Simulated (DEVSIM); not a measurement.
Structure: GaP p-i-n diode, at 250 K.

Layer 1 from the left is GaP, thickness (μm) 0.140, Na (cm⁻³) 3.6e17, τn (s) 5.6e-7, τp (s) 5.6e-7. Layer 2 from the left is GaP, thickness (μm) 5.80, Nd (cm⁻³) 9.5e11, τn (s) 5.6e-7, τp (s) 5.6e-7. Layer 3 from the left is GaP, thickness (μm) 0.250, Nd (cm⁻³) 2.1e17, τn (s) 5.6e-7, τp (s) 5.6e-7.

Left contact: ohmic. Right contact: ohmic. Voltage is applied to the left contact. Recombination: SRH at mid-gap, Auger. Mobility is μmin + (μ − μmin)/(1 + (N/Nref)^α).

The device is made up for the run: typed textbook-type constants, with dimensions and the other settings drawn at random. Values at 300 K; Nc and Nv go as T^1.5, mobilities as T to minus their exponent, the gap by Varshni's rule with the affinity fixed.

GaP: gap (eV) 2.26, affinity (eV) 3.8, permittivity 11.1, Nc (cm⁻³) 1.8e19, Nv (cm⁻³) 1.9e19, μn (cm²/Vs) 250, μp (cm²/Vs) 150, μn,min 10, μp,min 10, Nref,n 4.4e18, Nref,p 1e18, αn 0.8, αp 0.85, T exponent of μn 1.6, T exponent of μp 1.98, Cn (cm⁶/s) 1e-30, Cp (cm⁶/s) 1e-30, Varshni α (eV/K) 0.00058, Varshni β (K) 372.

DEVSIM, 1D drift-diffusion, Boltzmann statistics, complete ionisation; no tunnelling, impact ionisation, image-force lowering or self-heating.

What does the simulation give for the dark forward voltage at 1 A/cm², the dark forward voltage at 100 A/cm²?

dark forward voltage at 1 A/cm² 1.893 V; dark forward voltage at 100 A/cm² 2.030 V.
